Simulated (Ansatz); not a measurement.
Base system: CdS in the wurtzite structure (space group P6_3mc, No. 186; a = 4.196 Å, c = 6.830 Å).

Computed with PBE (Ansatz, an electronic-structure program, PAW, scalar-relativistic without spin-orbit coupling).

Before the change:

| Property | Result |
|---|---|
| Band gap | 1.11 eV |
| Valence-band top at Γ | 0.00, 0.00, -0.04 eV |
| Pressure | 0.00 GPa |

One thing is altered: every lattice vector is stretched by 0.60 %, atoms relaxed at fixed cell.

Task: What does the calculation give for the band gap after the change?

Result: The band gap falls by 0.04 eV, from 1.11 eV to 1.07 eV.

Task: Estimate the effect on the valence-band top at Γ.

Result: The valence-band top at Γ (three highest levels, from the VBM) stays 0.00, 0.00, -0.04 eV.

Task: What happens to the pressure?

Result: The pressure (mean of the normal stresses, compression positive) goes from zero to -0.92 GPa.

The cells carry an imposed strain or load. Whether these cells are dynamically stable was not tested.
